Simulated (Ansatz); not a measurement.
Reaction energy: levels of theory

This concerns the reaction energy. Reaction: FeO (rock salt) + H2 (gas) → Fe (bcc) + H2O (gas). Negative: the products are lower in energy.

FeO (rock salt, Fm-3m), 2 atoms in the cell; metallic (partly filled levels) with PBE; spin state with PBE: net moment 4.0 μB a cell. Conventional cell: a = 4.309 Å, b = 4.309 Å, c = 4.309 Å, α = 90.00°, β = 90.00°, γ = 90.00°.

Fe (bcc, Im-3m), 1 atom in the cell; spin state with PBE: net moment 2.2 μB a cell.

Ansatz (an electronic-structure program) with PAW potentials; structures come from PBE relaxations, nuclei static, no net charge. Ansatz runs with its default PAW set. Other levels take these structures, unless marked own geometry. The lattices are those relaxed with PBE, so at other levels the solids can be strained, which adds to the spread. A dispersion term (D3(BJ), or D4 for r2SCAN) was computed beside these levels and is taken off wherever the name lacks it. The d electrons get no Hubbard U. No search over spin orders was made beyond those shown. Where moments are parallel, another order may lie lower. The state moves with the level: Fe (bcc) has a net moment of 2.6 μB with r2SCAN (own geometry) and 2.2 μB with PBE.

| Method | value (eV) |
|---|---|
| PBE | -0.85 |
| LDA | -0.92 |
| PBEsol | -0.93 |
| RPBE | ___ |
| r2SCAN (own geometry) | -0.06 |

Question: Some entries are withheld; supply them.

Answer: 
- RPBE, value (eV): -0.88

The levels span 0.87 eV, from PBEsol (-0.93) to r2SCAN (own geometry) (-0.06).
